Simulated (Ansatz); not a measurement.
**SiC: response to strain**

Start from SiC (space group P6_3mc, No. 186).

```
SiC
1.0
    3.05845     0.00000     0.00000
   -1.52923     2.64870     0.00000
    0.00000     0.00000    10.01200
Si C
4 4
Direct
  0.00000   0.00000   0.50031
  0.00000   0.00000   0.00031
  0.33333   0.66667   0.25025
  0.66667   0.33333   0.75025
  0.00000   0.00000   0.31286
  0.00000   0.00000   0.81286
  0.33333   0.66667   0.06221
  0.66667   0.33333   0.56221
```

Strains are applied to the cell and any free atomic positions relax.

Calculations: LDA in Ansatz (plane waves to 420 eV, PAW, no spin-orbit coupling).

Notes on the quantities. energy relative to the base: free energy F; pressure: mean of the normal stresses, compression positive.

```csv
variant,energy relative to the base,pressure,shortest interatomic distance,width of the top valence band
base,0 meV/atom,0.00 GPa,3.536 bohr,2.48 eV
isotropic strain +0.75 %,+3.6 meV/atom,-4.94 GPa,3.563 bohr,2.45 eV
isotropic strain +1.50 %,+14 meV/atom,-9.42 GPa,3.589 bohr,2.42 eV
isotropic strain +2.25 %,+31 meV/atom,-13.48 GPa,3.616 bohr,2.38 eV
isotropic strain +3.00 %,+54 meV/atom,-17.15 GPa,3.643 bohr,2.35 eV
```

The levels and masses belong to the bands next to the band gap. No phonon test of stability was made.

Ansatz is an electronic-structure program.
